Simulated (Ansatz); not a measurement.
BeSe, response to strain

Consider BeSe in the zinc blende structure (space group F-43m, No. 216).

BeSe has the cubic space group F-43m (No. 216), the zinc blende structure, Pearson symbol cF8. Cell: a = b = c = 5.129 Å, α = β = γ = 90.00°. Be on 4a is coordinated by 4 Se at 2.221 Å (tetrahedral). Se on 4d is surrounded by 4 Be at 2.221 Å (tetrahedral). (Neighbours: up to the widest gap in distance over summed covalent radii, below 1.35, at either atom; cation-cation and far metal-metal contacts left out.)
(The calculation used a cell of 2 atoms; values per cell refer to that cell.)

Strains are applied to the cell and any free atomic positions relax.

Computed with DFT with PBEsol, PAW potentials and a 420 eV plane-wave cutoff in Ansatz (a first-principles code), spin-orbit coupling left out.

Candidates:
(a) isotropic strain −2.50 %
(b) isotropic strain +1.00 %
(c) isotropic strain −3.00 %

For the base:

- Band gap = 2.47 eV

Question: Order them by band gap, lowest first.

Answer: (c) isotropic strain −3.00 % (2.25 eV), (a) isotropic strain −2.50 % (2.29 eV), (b) isotropic strain +1.00 % (2.53 eV)

Semilocal Kohn–Sham gaps tend to fall short of experiment. Whether these cells are dynamically stable was not tested.
